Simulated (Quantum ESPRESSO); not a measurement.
Converging the plane-wave cutoff: TiTc (P4mm, 2 atoms in the cell)

```
CELL_PARAMETERS angstrom
      3.10375     0.00000     0.00000
      0.00000     3.10375     0.00000
      0.00000     0.00000     3.10375
ATOMIC_POSITIONS crystal
  Ti 0.50000 0.50000 0.51611
  Tc 0.00000 0.00000 0.00000
```

Method of the run: PBEsol, GBRV 1.5 ultrasoft (PBESOL) pseudopotentials (plane waves; Quantum ESPRESSO 7.5).

Base settings: ecutwfc = 50 Ry; ecutrho = 400 Ry; occupations = smearing; smearing = fermi-dirac; degauss = 0.0073499 Ry; potentials = {Ti: ti_pbesol_v1.4.uspp.F.UPF, Tc: tc_pbesol_v1.uspp.F.UPF}; K_POINTS = automatic 4 4 4 0 0 0; conv_thr = 1e-10 Ry; mixing_beta = 0.4.

Moved along: ecutrho.

The second cell is the first with its lattice scaled by 0.98.

The mesh stays at the base's, so the ladder's end is converged at best in this setting alone.

Only quantities that move along the ladder and can be compared are tabulated.

The count of work is k-points × plane waves × bands × iterations; it is no time. Core times come from one kind of shared machine, to one figure; runs under 30 s give none.

The starting cell comes from a database of computed structures (which also holds hypothetical and non-ambient phases and stackings), without a prior relaxation at this level. Its lattice was rescaled by up to half a per cent. One atom was moved a little off its site on purpose. Spin polarisation is off. In the base run, with a pressure of about -8 GPa the cell is away from its equilibrium volume at this level. Without a gap this mesh is coarse (it stands for a supercell whose shortest vector is 12 Å).

```tsv
ecutwfc	free energy less the last step's (meV/atom)	energy of the compressed cell less the first (meV/atom)	pressure (GPa)	largest difference of a force vector from the last step's (eV/Å)	count of work / last	core time / last (rough)
17.5 Ry	3393.90	-135.26	-197.08	0.219	0.048	–
20 Ry	987.73	37.98	-75.37	0.193	0.055	–
22 Ry	389.74	-7.85	-36.46	0.006	0.067	–
25 Ry	121.15	-11.53	-14.95	0.019	0.075	–
28 Ry	58.03	-8.39	-9.18	0.001	0.095	–
30 Ry	46.53	-8.13	-8.53	0.002	0.12	–
35 Ry	29.25	-8.37	-8.14	0.000	0.14	–
40 Ry	22.66	-8.38	-7.72	0.000	0.19	–
45 Ry	21.49	-8.46	-7.67	0.000	0.26	–
50 Ry	19.15	-8.48	-7.84	0.000	0.24	–
55 Ry	15.38	-8.48	-7.88	0.000	0.31	–
60 Ry	12.49	-8.49	-7.77	0.000	0.36	0.5
68 Ry	10.88	-8.50	-7.65	0.000	0.45	0.5
75 Ry	9.58	-8.51	-7.75	0.000	0.56	0.8
88 Ry	5.47	-8.47	-7.71	0.000	0.59	0.8
100 Ry	4.53	-8.49	-7.64	0.000	0.76	1
120 Ry	0.00	-8.55	-7.89	0.000	1.0	1
```

Coarsest ecutwfc that holds the pressure within 0.5 GPa of the last step, with all finer ones: 35 Ry, at 0.14 of the last step's count of work; the step before is off by 0.64 GPa.

Coarsest ecutwfc that holds the forces within 0.01 eV/Å of the last step, with all finer ones: 28 Ry, at 0.095 of the last step's count of work; the step before is off by 0.019 eV/Å.

Coarsest ecutwfc that holds the energy of the compressed cell less the first within 1 meV/atom of the last step, with all finer ones: 28 Ry, at 0.095 of the last step's count of work; the step before is off by 3.0 meV/atom.

At the lowest cutoff the pressure lies 189 GPa under the last step's, the usual sign of Pulay stress in an incomplete plane-wave basis.
